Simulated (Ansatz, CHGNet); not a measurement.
## Si (diamond structure), cut as (111) film, 2 layers, ended by OH

The machine-learned potential CHGNet 0.3.0 relaxed the atoms in the cell cut from the PBE crystal; PBE (Ansatz, a program for electronic structure, plane waves, PAW) relaxed them on. Spin-orbit coupling is left out.

Question: How far does the machine-learned geometry lie from the PBE one?

Answer: The atoms moved by 0.293 Å root mean square and 0.464 Å at most. On the PBE geometry, where PBE's forces have fallen to 0.010 eV/Å root mean square, CHGNet's differ from them by 0.156 eV/Å.
